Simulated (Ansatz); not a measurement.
# Li under a change: biaxial strain −2.00 %, plane normal [001], relaxed out of plane

The reference is Li in the bcc (W type) structure (space group Im-3m, No. 229; a = 3.4343 Å; relaxed with 0.1 eV smearing). Axes: x, y, z lie along the cube axes.

Now apply this change: compressive biaxial strain of 2.00 % in the plane normal to [001], as in epitaxy on a mismatched substrate; the out-of-plane cell vector and the atoms relax.

The values are results of Kohn–Sham DFT with the PBEsol functional, run in Ansatz (an electronic-structure program) with PAW and 420 eV plane waves, without spin-orbit coupling, not measurements. k-mesh 27×27×27 (Γ-centred); smearing 0.1 eV (Fermi–Dirac).

Space group: I4/mmm (No. 139) (base Im-3m (No. 229))
Shortest interatomic distance: 2.975 Å (base 2.974 Å)
Energy relative to the base (free energy F): +0.1 meV/atom
Pressure (mean of the normal stresses, compression positive): 0.0 GPa (base 0.0 GPa)
Band gap: zero (base zero)
Out-of-plane strain: +3.99 %
Ratio −ε⊥/ε∥: 2.00
Mean in-plane stress (compression positive): 0.0 GPa

Final structure (turned so that z lies along the plane normal):

```
Li
1.0
    3.36560     0.00000     0.00000
    0.00000     3.36560     0.00000
    1.68280    -1.68280     1.78571
Li
1
Direct
  0.00000   0.00000   0.00000
```

Cost of the whole job for the changed cell (relaxation, final SCF and bands): around 60 core-seconds (rough).

No phonon test of stability was made.
